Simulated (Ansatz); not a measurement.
The starting structures come from a database of crystals and need not be the phases stable at ambient conditions.

 Where the default PAW files enter, the runs use the earlier of Ansatz's two default sets.

Inside the gap of an insulator the Bloch states are evanescent, with a wavenumber k + iκ along the transport direction.

Given:

```xyz
10
Lattice="3.8980 0.0000 0.0000 0.0000 7.8663 0.0000 1.9490 0.0000 4.3880" Properties=species:S:1:pos:R:3 pbc="T T T"
La     1.9490     5.8998     2.4382
La     3.8980     1.9666     1.9499
C      1.9490     0.0000     0.0000
C      1.9490     3.9332     0.0000
N      3.8980     4.3471     3.2289
N      1.9490     3.5192     1.1591
N      1.9490     0.4139     1.1591
N      3.8980     7.4524     3.2289
F      1.9490     1.9666     3.6755
F      3.8980     5.8998     0.7125
```

Space group of this cell: Cmcm. The cell is taken as given; by r2SCAN its mean pressure is -2.7 GPa.

Transport runs along the normal of the first two printed cell vectors.

The gap is the functional's own, uncorrected, and κ follows it; spin-orbit coupling is left out. Mid-gap values are interpolated between the computed energies.

Q: State the band gap and the smallest decay constant κ at mid-gap according to r2SCAN (Ansatz, an electronic-structure program).

A: Gap 3.09 eV on a 8×4×8 mesh; κ = 0.371 1/Å, at the zone centre.
